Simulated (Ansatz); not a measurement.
Results of PBE0 in Ansatz (plane waves, PAW) for rock-salt LuN.

Numerical settings: plane-wave cutoff 460 eV, 10×10×10 k mesh, Fermi–Dirac smearing 0.05 eV, scalar-relativistic PAW data made under PBE.

The cell is scaled about its equilibrium volume:

```json
[
 {"V (Å³/atom)": "12.787", "P (GPa)": "10.57", "direct gap at Γ (eV)": "5.196", "smallest gap on the k mesh (eV)": "1.331"},
 {"V (Å³/atom)": "13.054", "P (GPa)": "6.07", "direct gap at Γ (eV)": "5.197", "smallest gap on the k mesh (eV)": "1.413"},
 {"V (Å³/atom)": "13.460", "P (GPa)": "0.04", "direct gap at Γ (eV)": "5.193", "smallest gap on the k mesh (eV)": "1.526"},
 {"V (Å³/atom)": "13.796", "P (GPa)": "-4.31", "direct gap at Γ (eV)": "5.124", "smallest gap on the k mesh (eV)": "1.610"},
 {"V (Å³/atom)": "14.133", "P (GPa)": "-8.13", "direct gap at Γ (eV)": "4.906", "smallest gap on the k mesh (eV)": "1.685"}
]
```

The fundamental gap (1.53 eV at the equilibrium volume, on the SCF mesh) lies elsewhere than Γ–Γ.

Spin–orbit coupling is not included.

Ansatz is a quantum-chemistry and plane-wave program.
